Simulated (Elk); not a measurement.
Elk run on Ti6O (P-31m, 7 atoms in the cell): self-consistent single point

Method: PBEsol, all-electron FP-LAPW, Elk's shipped species files, APW+lo basis with extra local orbitals run with Elk 10.2.4.

The input file:

```
tasks
  0

xctype
  22

rgkmax
  7.5

gmaxvr
  14.0

nxlo
  2

lorbcnd
  .true.

lmaxi
  3

stype
  0

swidth
  0.00183747

maxscl
  100

avec
    9.6466552190   -0.0000000453    0.0000000000
   -4.8233275703    8.3542485039    0.0000000000
    0.0000000000    0.0000000000    8.9394439188

sppath
  'species/'

atoms
  2
  'Ti.in'
  6
  0.6688600000  0.6688600000  0.2607300000    0.0 0.0 0.0
  0.3311400000  0.3311400000  0.7392700000    0.0 0.0 0.0
  0.3311400000  0.0000000000  0.2607300000    0.0 0.0 0.0
  0.6688600000  0.0000000000  0.7392700000    0.0 0.0 0.0
  0.0000000000  0.3311400000  0.2607300000    0.0 0.0 0.0
  0.0000000000  0.6688600000  0.7392700000    0.0 0.0 0.0
  'O.in'
  1
  0.0000000000  0.0000000000  0.0000000000    0.0 0.0 0.0

ngridk
  5 5 5
```

Output, abridged:

```
│ Elk code version 10.2.4 │

All units are atomic (Hartree, Bohr, etc.)

│ Ground-state run starting from atomic densities │

Lattice vectors :
   9.646655219     -0.4530000000E-07   0.000000000
  -4.823327570       8.354248504       0.000000000
   0.000000000       0.000000000       8.939443919

Unit cell volume      :    720.4347442
Brillouin zone volume :   0.3443062893

Muffin-tin inner radius fraction :   0.1000000000E-01

Nuclei treated as point charges

Species :    1 (Ti)
 parameters loaded from : Ti.in
 name : titanium
 nuclear charge    :   -22.00000000
 electronic charge :    22.00000000
 atomic mass :    87256.20310
 muffin-tin radius :    2.231043154
 number of radial points in muffin-tin :    497
 atomic positions (lattice), magnetic fields (Cartesian) :
   1 :  -0.33114000 -0.33114000  0.26073000    0.00000000  0.00000000  0.00000000
   2 :   0.33114000  0.33114000 -0.26073000    0.00000000  0.00000000  0.00000000
   3 :   0.33114000  0.00000000  0.26073000    0.00000000  0.00000000  0.00000000
   4 :  -0.33114000  0.00000000 -0.26073000    0.00000000  0.00000000  0.00000000
   5 :   0.00000000  0.33114000  0.26073000    0.00000000  0.00000000  0.00000000
   6 :   0.00000000 -0.33114000 -0.26073000    0.00000000  0.00000000  0.00000000

Species :    2 (O)
 parameters loaded from : O.in
 name : oxygen
 nuclear charge    :   -8.000000000
 electronic charge :    8.000000000
 atomic mass :    29165.12202
 muffin-tin radius :    1.673282366
 number of radial points in muffin-tin :    297
 atomic positions (lattice), magnetic fields (Cartesian) :
   1 :   0.00000000  0.00000000  0.00000000    0.00000000  0.00000000  0.00000000

Total number of atoms per unit cell :    7

Spin treatment :
 spin-unpolarised

Number of Bravais lattice symmetries :   24
Number of crystal symmetries         :   12
Crystal has inversion symmetry
Real symmetric eigensolver will be used

k-point grid :      5     5     5
   [... lines left out ...]
Maximum |G| for potential and density :    14.00000000
 potential will be trimmed for |G| > 2 gkmax
Constant for pseudocharge density :    8
Radial integration step length :    4

G-vector grid sizes :     45    45    40
Number of G-vectors :    33459

Maximum angular momentum used for
 APW functions                      :    8
 outer part of muffin-tin           :    6
 inner part of muffin-tin           :    3

Total nuclear charge    :   -140.0000000
Total core charge       :    62.00000000
Total valence charge    :    78.00000000
Total excess charge     :    0.000000000
Total electronic charge :    140.0000000

Effective Wigner radius, rₛ :    1.071007885

Number of empty states         :   28
Total number of valence states :   67
Total number of core states    :   62

Conduction state local-orbitals added automatically
Total number of local-orbitals :  534

Exchange-correlation functional :     22     0     0
 PBEsol, Phys. Rev. Lett. 100, 136406 (2008)
 gradient requirement :    1
 generalised gradient approximation (GGA)

Smearing type :    0
 Gaussian
Smearing width :   0.1837470000E-02
Effective electronic temperature (K) :    580.2271348

Mixing type :    3
 Broyden mixing, J. Phys. A: Math. Gen. 17, L317 (1984)

Kohn-Sham potential initialised from atomic data
│ Self-consistent loop started │
│ Loop number : 1 │
 total energy                :     -5187.41518818
│ Loop number : 2 │
 total energy                :     -5187.71296827
RMS change in Kohn-Sham potential (target) :   0.7108601829     (  0.1000000000E-05)
Absolute change in total energy (target)   :   0.2977800933     (  0.1000000000E-03)
│ Loop number : 3 │
 total energy                :     -5187.73417673
RMS change in Kohn-Sham potential (target) :   0.6917773999     (  0.1000000000E-05)
Absolute change in total energy (target)   :   0.9565348505E-01 (  0.1000000000E-03)
│ Loop number : 4 │
 total energy                :     -5190.26499556
RMS change in Kohn-Sham potential (target) :   0.3733842479     (  0.1000000000E-05)
Absolute change in total energy (target)   :    2.554732196     (  0.1000000000E-03)
│ Loop number : 5 │
 total energy                :     -5191.74955454
RMS change in Kohn-Sham potential (target) :   0.1787260353     (  0.1000000000E-05)
Absolute change in total energy (target)   :    2.123242027     (  0.1000000000E-03)
   [... lines left out ...]
Absolute change in total energy (target)   :   0.7247393751E-02 (  0.1000000000E-03)
│ Loop number : 15 │
 total energy                :     -5192.55316626
RMS change in Kohn-Sham potential (target) :   0.1990777931E-04 (  0.1000000000E-05)
Absolute change in total energy (target)   :   0.1441991055E-02 (  0.1000000000E-03)
│ Loop number : 16 │
 total energy                :     -5192.55321394
RMS change in Kohn-Sham potential (target) :   0.1057112144E-04 (  0.1000000000E-05)
Absolute change in total energy (target)   :   0.3128154995E-03 (  0.1000000000E-03)
│ Loop number : 17 │
 total energy                :     -5192.55337938
RMS change in Kohn-Sham potential (target) :   0.1112744717E-05 (  0.1000000000E-05)
Absolute change in total energy (target)   :   0.8722729854E-04 (  0.1000000000E-03)
│ Loop number : 18 │
 total energy                :     -5192.55338594
RMS change in Kohn-Sham potential (target) :   0.7650385378E-06 (  0.1000000000E-05)
Absolute change in total energy (target)   :   0.2837529519E-04 (  0.1000000000E-03)
Convergence targets achieved

│ Loop number : 19 │

Energies :
 Fermi                       :     0.322209046727
 sum of eigenvalues          :     -3019.86773728
 electron kinetic            :      5239.52483619
 core electron kinetic       :      4810.24446325
 Coulomb                     :     -10176.3076553
 Coulomb potential           :     -7925.02134696
 nuclear-nuclear             :     -734.742414615
 electron-nuclear            :     -10958.1091343
 Hartree                     :      1516.54389369
 Madelung                    :     -6213.79698179
 xc potential                :     -334.371226516
 exchange                    :     -248.932084851
 correlation                 :     -6.83849655251
 total energy                :     -5192.55340048

Density of states at Fermi energy :    126.2097814
 (states/Hartree/unit cell)

Estimated indirect band gap :   0.2296334566E-02
 from k-point      4 to k-point     15
Estimated direct band gap   :   0.7123904824E-02
 at k-point     16

Charges :
 core                        :    62.00000000
 valence                     :    78.00000000
 interstitial                :    12.48368329
 muffin-tins (core leakage)
  species :    1 (Ti)
   atom    1                 :    20.01362683     (  0.3976383667E-08)
   atom    2                 :    20.01362683     (  0.3976383667E-08)
   atom    3                 :    20.01362683     (  0.3976383667E-08)
   atom    4                 :    20.01362683     (  0.3976383667E-08)
   atom    5                 :    20.01362683     (  0.3976383667E-08)
   atom    6                 :    20.01362683     (  0.3976383667E-08)
  species :    2 (O)
   atom    1                 :    7.434555714     (  0.4395607056E-07)
 total in muffin-tins        :    127.5163167
 total calculated charge     :    140.0439246
 total charge                :    140.0000000
 error                       :   0.4392460448E-01

│ Self-consistent loop stopped │
```

The run converged in 19 iterations. The count includes the last loop, which Elk runs after its targets are met.

The starting cell comes from a database of computed structures (which also holds hypothetical and non-ambient phases and stackings), without a prior relaxation at this level. Spin polarisation is off, so a magnetic state, if there is one, cannot be reached. Values depend on the basis (sphere radii, cutoffs, local orbitals), which need not be converged. The log's line on a gap gives a spacing of levels on this mesh, which the program prints for metals too.

Cost on one core of a shared machine: roughly 2 min.
